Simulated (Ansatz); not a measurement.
Start from NaCl in the rock salt structure (space group Fm-3m, No. 225).

```
NaCl
1.0
    0.00000     2.84776     2.84776
    2.84776     0.00000     2.84776
    2.84776     2.84776     0.00000
Cl Na
1 1
Direct
  0.00000   0.00000   0.00000
  0.50000   0.50000   0.50000
```

Cartesian axes are those of the cell as printed.

Method: Ansatz (a program for electronic structure) PBE, spin-orbit coupling left out.

Base values:

```
Item                             Value
-----------------------------  -------
Band gap                       5.00 eV
Shortest interatomic distance  2.848 Å
```

It is then changed as follows: a free-standing slab of 4 layers (8 atoms, 2 a layer) is cut normal to the z axis, with 15 Å of vacuum and the in-plane cell held at bulk.

Task: Predict the new gap character.

Result: The gap character is direct at Γ.

Task: What happens to the band gap?

Result: The band gap decreases by 0.023 eV to 4.97 eV.

Task: Predict the new excess energy per area of both faces.

Result: The excess energy per area of both faces (slab less bulk energy over the cell's area: twice a surface energy) is 0.29 J/m².

Task: How does this affect the shortest interatomic distance?

Result: The shortest interatomic distance falls by 0.058 Å to 2.790 Å.

Slab and bulk use different k-meshes, which limits the precision of the excess energy. Stability against distortions was not tested. k-point labels follow each cell's own Brillouin zone.
